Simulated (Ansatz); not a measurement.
Structures of equal composition on the (000-1) surface of 4H silicon carbide (C plane on top): (√3x√3)R30° Al adatom at H3; (√3x√3)R30° Al adatom at T4. The slabs share one bottom face, and each structure is named by its start. These are constructed structures in small cells; real faces may alloy, dewet or reconstruct in larger ones, and not all known structures of the face are among them. Slabs of about 11 Å with all that they carry, Fermi-Dirac smearing of 0.025 eV. Bottom of the slabs: H caps. Relaxed from the named starts with such symmetry as they have, on meshes of like density; energies extrapolated to zero smearing; no spin-orbit coupling, no U. Spin-polarised runs, if any, are marked in brackets, and their order is one that fits the cell; the others ran without spin. Where a second, spin-polarised start was run, the lower counts.

Host crystal: 4H silicon carbide, with a band gap (PBE, scalar-relativistic without spin-orbit coupling).

Method: PBE (plane waves to 420 eV, PAW; Ansatz, a first-principles code).

Task: Put the candidates in order of energy per 1x1 cell, lowest first, for PBE.

Result: (√3x√3)R30° Al adatom at H3 (0.000 eV, gap 1.44 eV on the mesh), (√3x√3)R30° Al adatom at T4 (0.267 eV, gap 0.87 eV on the mesh)
